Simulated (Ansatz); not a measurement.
We consider rock-salt AlN (model structure) (like a known high-pressure phase), described by r²SCAN (plane waves, PAW; Ansatz, a quantum-chemistry and plane-wave program).

Numerical settings: plane-wave cutoff 500 eV, 16×16×16 k mesh, Fermi–Dirac smearing 0.05 eV, scalar-relativistic PAW data made under PBE.

Cell (relaxed at this level):

```yaml
crystal:
  lattice:
    - [0.00000, 2.01886, 2.01886]
    - [2.01886, 0.00000, 2.01886]
    - [2.01886, 2.01886, 0.00000]
  atoms:
    - { symbol: Al, position: [0.00000, 0.00000, 0.00000] }
    - { symbol: N, position: [0.50000, 0.50000, 0.50000] }
```

Task: Predict the band gap.

Result: 
* **band gap**: 5.52 eV (on the SCF k mesh)

The computed numbers hold no vibrational or temperature effects.

A model structure was made by putting elements into a prototype or built by hand; it is no filed structure, need not be a known phase, and can be a saddle point held by its symmetry.
